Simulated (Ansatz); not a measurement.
Faces of bcc Ta in 1x1 cells, as slabs relaxed from ideal cuts; for each face the lowest of the symmetric, stoichiometric cuts and spin starts that were computed. Real faces may reconstruct in larger cells. No spin-orbit coupling, no Hubbard U.

Calculation: PBE (plane waves to 420 eV, PAW; Ansatz, a program for electronic structure).

```
face   cell area (Å²)  outermost plane spacing of the ideal cut (Å)  γ unrelaxed (J/m²)  γ relaxed (J/m²)  work function, top face (eV)
-----  --------------  --------------------------------------------  ------------------  ----------------  ----------------------------
(100)           11.02                                          1.66                2.75                 …                          3.80
(110)            7.79                                          2.35                2.43              2.38                             …
(111)           19.08                                          0.96                3.07              2.74                             …
```

### Question
What belongs in the gaps?

### Answer

- (100), γ relaxed (J/m²): 2.55
- (110), work function, top face (eV): 4.72
- (111), work function, top face (eV): 3.83
